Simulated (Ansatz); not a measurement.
A calculation on 1T (CdI2-type) PtTe₂ returned elastic constant C11 163 GPa, elastic constant C44 47.1 GPa, Voigt–Reuss–Hill shear modulus 41.8 GPa.

Q: Which level of theory produced these numbers?
A. PBEsol+SOC (Ansatz, an electronic-structure program)
B. PBEsol (Ansatz)
C. PBE (Ansatz)
D. PBE-D3(BJ)+SOC (Ansatz)

A: D, PBE-D3(BJ)+SOC (Ansatz)

The others give: PBE 137 GPa, 21.5 GPa, 27.4 GPa; PBEsol+SOC 161 GPa, 38.9 GPa, 38.3 GPa; PBEsol 163 GPa, 40.0 GPa, 39.5 GPa.

Unless a cell is named, each level is at its own relaxed cell (PBE 25.97, PBE-D3(BJ)+SOC 24.24, PBEsol 24.27, PBEsol+SOC 24.37 Å³/atom).

Caveats: the cell comes from a level without a dispersion term, which matters for the spacing of layers, chains or molecules (PBE, PBEsol+SOC, PBEsol). Ansatz's density-functional and Hartree–Fock values are scalar-relativistic unless marked +SOC, with PAW data made under PBE.
